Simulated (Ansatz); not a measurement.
System: A15 Mo₃Si. Method: PBEsol (PAW; Ansatz, a program for electronic structure).

Numerical settings: plane-wave cutoff 520 eV, 12×12×12 k mesh, Fermi–Dirac smearing 0.05 eV, no spin polarisation, scalar-relativistic PAW data made under PBE.

A third-order Birch–Murnaghan fit to the energies gives V0 = 14.357 Å³/atom, B0 = 268 GPa, B′ = 4.3.

```
V (Å³/atom)  P (GPa)
-----------  -------
13.495             ?
13.782             ?
14.069             ?
14.357          0.01
14.644         -5.07
14.931             ?
15.218        -13.75
```

Estimate the withheld pressures from this fit; the answers are the runs' own values.


- 13.495, P (GPa): 18.92
- 13.782, P (GPa): 11.95
- 14.069, P (GPa): 5.67
- 14.931, P (GPa): -9.65

The formula P = (3/2) B0 (x^(7/3) − x^(5/3)) [1 + (3/4)(B′ − 4)(x^(2/3) − 1)] with x = V0/V meets the computed pressures within 0.05 GPa when these rounded values are put in.

The computed numbers hold no vibrational or temperature effects.

Cost on a shared machine: very roughly 5 core-minutes.
